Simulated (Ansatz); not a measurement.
The parent structure is Hf in the hcp (Mg type) structure (space group P6_3/mmc, No. 194; a = 3.158 Å, c = 5.004 Å; relaxed with 0.1 eV smearing). Axes: x lies along a and z along c of the hexagonal cell.

All numbers come from PBEsol (Ansatz, a program for electronic structure), spin-orbit coupling left out.

It is then changed as follows: the cell is scaled by 1.0200 in all directions, atoms relaxed at fixed cell.

Predict the stress tensor and what it implies for the stiffness.

Stress of the strained cell less that of the base (GPa, compression positive):
```
   -6.0     0.0     0.0
    0.0    -6.0     0.0
    0.0     0.0    -6.2
```

Then B = −ΔP/(ΔV/V₀) with ΔV/V₀ = 0.0612 gives secant stiffness values (nonlinear terms included at this strain): B (at held cell shape, above the free-shape value) ≈ 99 GPa.

As a check, the harmonic strain energy −½ V₀ Δσ:ε is 25 meV/atom; the computed energy rise is 26 meV/atom.

Whether these cells are dynamically stable was not tested. All final runs are without spin polarisation.
